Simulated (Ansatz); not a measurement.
Start from Nb in the bcc (W type) structure (space group Im-3m, No. 229; a = 3.2722 Å).

Computed with plane-wave PAW DFT at the PBEsol level (Ansatz, a first-principles code, 420 eV), no spin-orbit coupling.

For the base:

Shortest interatomic distance: 283.4 pm
Density: 8.81 g/cm³

It is then changed as follows: a hydrostatic pressure of 0.7 GPa.

Task: Estimate the effect on the shortest interatomic distance.

Result: The shortest interatomic distance decreases by 0.4 pm to 283.0 pm.

Task: What happens to the density?

Result: The density rises by 0.03 g/cm³ (8.81 g/cm³ → 8.84 g/cm³).

Load acts through the strain it causes; cell and atoms are relaxed under it. Stability against distortions was not tested. The base started in P-1 and relaxed to Im-3m at this level. All final runs are without spin polarisation.
